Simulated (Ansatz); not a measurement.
TiO₂ (P4₂/mnm, No. 136, 12 atoms in the cell; start mp-1041565) was calculated with r²SCAN+rVV10 (PAW; Ansatz, a quantum-chemistry and plane-wave program).

Run with plane-wave cutoff 560 eV, 8×8×8 k mesh, Fermi–Dirac smearing 0.01 eV, no spin polarisation, scalar-relativistic PAW data made under PBE.

Cell (relaxed at this level):

```
TiO2
1.0
   -2.95118     3.24149     3.24159
    2.95118    -3.24149     3.24159
    2.95118     3.24149    -3.24159
Ti O
4 8
Direct
  0.50000   0.75000   0.75000
  0.50000   0.25000   0.25000
  0.00000   0.00000   0.50000
  0.00000   0.50000   0.00000
  0.30431   0.30430   0.50000
  0.69569   0.69570   0.50000
  0.30431   0.80431   0.00000
  0.69569   0.19569   0.00000
  0.19570   0.25001   0.94569
  0.80430   0.74999   0.05431
  0.80432   0.25001   0.55431
  0.19568   0.74999   0.44569
```

Task: Give the computed band gap.

Result: 
band gap: 2.22 eV (direct)

Computed values are for the static lattice.

It cost roughly 2.9 core-minutes of CPU time.

A start named mp-… is a Materials Project structure, which need not be a measured phase.
